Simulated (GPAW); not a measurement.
Input and output of a self-consistent single point for ZrRh₃ (P1, 4 atoms in the cell) (GPAW).

Level of theory: LDA (Perdew-Wang 92), GPAW PAW datasets LDA (gpaw-data 1.0.1) (plane waves; GPAW).

The change in words: atoms moved at random. Reference geometry:
```xyz
4
Lattice="3.9341 0.0000 0.0000 0.0000 3.9341 0.0000 0.0000 0.0000 3.9341" Properties=species:S:1:pos:R:3 pbc="T T T"
Zr     0.0000     0.0000     0.0000
Rh     1.9671     1.9671     0.0000
Rh     0.0000     1.9671     1.9671
Rh     1.9671     0.0000     1.9671
```

Reference input (self-consistent single point, DFT LDA (Perdew-Wang 92), plane waves, GPAW PAW datasets LDA (gpaw-data 1.0.1)): mode = pw; ecut = 600 eV; xc = LDA; kpts = 6 6 6; mesh shift (steps) = 0 0 0; occupations.name = fermi-dirac; occupations.width = 0.05 eV; nbands = -12; symmetry.symmorphic = false; symmetry.tolerance = 0.0005; maxiter = 150. This run's input differs from it in these lines:

```diff
@@ -8,6 +8,6 @@
                     [0.000000, 0.000000, 3.934110]],
-              scaled_positions=[[0.000000, 0.000000, 0.000000],
-                                [0.500000, 0.500000, 0.000000],
-                                [0.000000, 0.500000, 0.500000],
-                                [0.500000, 0.000000, 0.500000]],
+              scaled_positions=[[-0.000172, 0.006972, 0.009521],
+                                [0.505754, 0.488233, -0.000312],
+                                [0.002762, 0.509832, 0.504602],
+                                [0.491655, -0.005037, 0.486188]],
               pbc=True)
```

Output (repeated stretches shortened):

```
     iter     time        total  log10-change:
                         energy   eigst   dens
iter:   1 --:--:--   -40.116929
iter:   2 --:--:--   -39.268356   -0.86  -1.28
iter:   3 --:--:--   -37.749358   -1.16  -1.34
iter:   4 --:--:--   -37.935543   -1.94  -1.62
iter:   5 --:--:--   -37.261029   -1.44  -1.54
iter:   6 --:--:--   -37.289994   -2.66  -2.24
iter:   7 --:--:--   -37.238054   -2.80  -2.15
iter:   8 --:--:--   -37.237649   -3.49  -2.59
iter:   9 --:--:--   -37.236569c  -3.75  -2.85
iter:  10 --:--:--   -37.235303c  -3.73  -2.91
iter:  11 --:--:--   -37.235167c  -5.19  -3.57
iter:  12 --:--:--   -37.235166c  -5.74  -3.74
iter:  13 --:--:--   -37.235170c  -6.15  -3.75
   [... 2 lines left out ...]
iter:  16 --:--:--   -37.235128c  -6.40  -3.81
iter:  17 --:--:--   -37.235141c  -5.51  -3.89
iter:  18 --:--:--   -37.235127c  -6.30  -3.70
iter:  19 --:--:--   -37.235123c  -6.39  -3.92
iter:  20 --:--:--   -37.235121c  -6.89  -4.06c
iter:  21 --:--:--   -37.235119c  -7.57c -4.12c
Converged after 21 iterations.

Dipole moment: (-0.230843, -0.241140, -0.915730) |e|*Ang

Energy contributions relative to reference atoms: (reference = -487813.953397)

Kinetic:        -11.269660
Potential:       +2.957862
External:        +0.000000
XC:             -28.811556
Entropy (-ST):   -0.028961
Local:           -0.097285
SIC:             +0.000000
--------------------------
Free energy:    -37.249600
Extrapolated:   -37.235119

Showing only first 2 kpts
 Kpt  Band  Eigenvalues  Occupancy
  0    26     12.01732    0.00000
  0    27     12.05967    0.00000
  0    28     12.06119    0.00000
  0    29     14.45859    0.00000

  1    26     11.19813    0.07063
  1    27     11.36591    0.00255
  1    28     12.04343    0.00000
  1    29     13.10053    0.00000

Fermi level: 11.03276

No gap
No difference between direct/indirect transitions
Energy (eV): -37.235119

Forces in eV/Ang:
  0 Zr   -0.03378   -0.22667   -0.40286
  1 Rh   -0.21294    0.48634   -0.11101
  2 Rh   -0.11323   -0.37484   -0.11231
  3 Rh    0.35949    0.11425    0.62387

Stress tensor:
     0.055400    -0.000787    -0.001385
    -0.000787     0.056783     0.001427
    -0.001385     0.001427     0.056938
Stress (GPa, Voigt): [ 8.876   9.0976  9.1224  0.2287 -0.222  -0.126 ]
```

The run converged in 21 iterations. GPAW prints stress with tension positive. Against the reference run the free energy rises by 14.4 meV/atom, the pressure goes from -9.62 to -9.03 GPa and the largest force goes from 0.000 to 0.729 eV/Å.

The starting cell comes from a database of computed structures (which also holds hypothetical and non-ambient phases and stackings), without a prior relaxation at this level. For this run, on top of that: atoms moved at random. Spin polarisation is off. With a pressure of about -9 GPa the cell is away from its equilibrium volume at this level.

Cost on one core of a shared machine: roughly 2 min.
